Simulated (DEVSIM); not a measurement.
# abrupt GaAs p-n junction

System: abrupt GaAs p-n junction, at 300 K.

| layer (left to right) | material | thickness (μm) | Nd (cm⁻³) | Na (cm⁻³) | τn (s) | τp (s) |
|---|---|---|---|---|---|---|
| 1 | GaAs | 64.0 | - | 7.7e15 | 3.1e-8 | 3.1e-8 |
| 2 | GaAs | 11.0 | 6e14 | - | 3.1e-8 | 3.1e-8 |

Left contact: ohmic. Right contact: ohmic. Voltage is applied to the left contact. Recombination: SRH at mid-gap. Mobility is μmin + (μ − μmin)/(1 + (N/Nref)^α).

This is a model device: material constants are rounded textbook-type values typed into the input, and sizes, dopings and lifetimes were drawn at random. Values at 300 K.

| parameter | GaAs |
|---|---|
| gap (eV) | 1.424 |
| affinity (eV) | 4.07 |
| permittivity | 12.9 |
| Nc (cm⁻³) | 4.7e17 |
| Nv (cm⁻³) | 9e18 |
| μn (cm²/Vs) | 8500 |
| μp (cm²/Vs) | 400 |
| μn,min | 500 |
| μp,min | 20 |
| Nref,n | 6e16 |
| Nref,p | 1.5e17 |
| αn | 0.39 |
| αp | 0.38 |

Simulated with DEVSIM: 1D drift-diffusion, Boltzmann statistics, complete ionisation; no tunnelling, impact ionisation, image-force lowering or self-heating.

```yaml
potential_step_across_the_device_at_zero_bias: 1.069 V
largest_field_in_the_device_at_zero_bias: 13000 V/cm
Dark forward voltage at 1 A/cm²: 1.003 V
Dark forward voltage at 100 A/cm²: 1.639 V
```

Small-signal capacitance in reverse bias (quasi-static):

```tsv
V (V)	C (nF/cm²)
-0.04	6.94
-0.1	6.75
-0.2	6.47
-0.3	6.22
-0.4	5.99
-0.6	5.61
-0.8	5.29
-1	5.02
-1.3	4.69
-1.6	4.41
-2	4.11
```

Dark reverse current:

| V (V) | J (A/cm²) |
|---|---|
| -0.04 | -4.1e-11 |
| -0.10 | -8.3e-11 |
| -0.20 | -1.4e-10 |
| -0.30 | -1.9e-10 |
| -0.40 | -2.4e-10 |
| -0.60 | -3.3e-10 |
| -0.80 | -4.1e-10 |
| -1.00 | -4.9e-10 |
| -1.30 | -5.9e-10 |
| -1.60 | -6.9e-10 |
| -2.00 | -8.1e-10 |
